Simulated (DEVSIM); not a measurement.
Device: abrupt Si p-n junction, at 300 K.

Layer 1 from the left is Si, thickness (μm) 0.300, Na (cm⁻³) 4e18, τn (s) 2.7e-6, τp (s) 2.7e-6. Layer 2 from the left is Si, thickness (μm) 6.70, Nd (cm⁻³) 6.3e14, τn (s) 2.7e-6, τp (s) 2.7e-6.

Left contact: ohmic. Right contact: ohmic. Voltage is applied to the left contact. Recombination: SRH at mid-gap, Auger. Mobility is μmin + (μ − μmin)/(1 + (N/Nref)^α).

Constants are typed, rounded textbook-type inputs, not results; the design itself was drawn at random and stands for no fabricated device. Values at 300 K.

Si: gap (eV) 1.124, affinity (eV) 4.05, permittivity 11.7, Nc (cm⁻³) 2.86e19, Nv (cm⁻³) 3.1e19, μn (cm²/Vs) 1417, μp (cm²/Vs) 470, μn,min 52, μp,min 45, Nref,n 9.7e16, Nref,p 2.2e17, αn 0.68, αp 0.72, Cn (cm⁶/s) 2.8e-31, Cp (cm⁶/s) 9.9e-32.

DEVSIM, 1D drift-diffusion, Boltzmann statistics, complete ionisation; no tunnelling, impact ionisation, image-force lowering or self-heating.

Dark forward current:

| |V| (V) | |J| (A/cm²) |
|---|---|
| 0.05 | 1.093e-8 |
| 0.10 | 5.541e-8 |
| 0.15 | 2.846e-7 |
| 0.20 | 1.647e-6 |
| 0.25 | 1.038e-5 |
| 0.30 | 6.847e-5 |
| 0.35 | 0.0004605 |
| 0.40 | 0.003118 |
| 0.45 | 0.02105 |
| 0.50 | 0.1383 |
| 0.55 | 0.8089 |
| 0.60 | 3.704 |
| 0.65 | 13.30 |
| 0.70 | 41.03 |
| 0.75 | 116.4 |
| 0.80 | 312.5 |
| 0.85 | 778.9 |
| 0.90 | 1685 |
| 0.95 | 2973 |

Q: Work out the local ideality factor n = ΔV / (kT/q · ln(J2/J1)) between the rows 0.15 and 0.20 V, 0.35 and 0.40 V, 0.90 and 0.95 V.

A: kT/q = 25.85 mV. From 0.15 to 0.20 V: ln(1.647e-6/2.846e-7) = 1.756, n = 1.10. From 0.35 to 0.40 V: ln(0.003118/0.0004605) = 1.913, n = 1.01, near the 1 of diffusion or emission over a barrier. From 0.90 to 0.95 V: ln(2973/1685) = 0.568, n = 3.41.

Q: Estimate the current at 0.35 V from the Shockley equation with J0 = Σ q ni² D/(N L) coth(W/L), τ joining the SRH, radiative and Auger lifetimes that are on, and W taken as the whole layer.

A: ni² = 1.16e20 cm⁻⁶; electrons in the p layer: μ = 153 cm²/Vs, D = 3.95 cm²/s, τ = 5.12e-7 s, L = 14.2 μm, W/L = 0.021, term 6.11e-13 A/cm²; holes in the n layer: μ = 464 cm²/Vs, D = 12.0 cm²/s, τ = 2.70e-6 s, L = 56.9 μm, W/L = 0.12, term 5.30e-10 A/cm². J0 = 5.30e-10 A/cm², and J = J0 exp(qV/kT) = 0.000402 A/cm². The simulation gives 0.000461 A/cm²; the estimate lies 13 % below. The estimate leaves out recombination in the depletion region and that region's share of W.
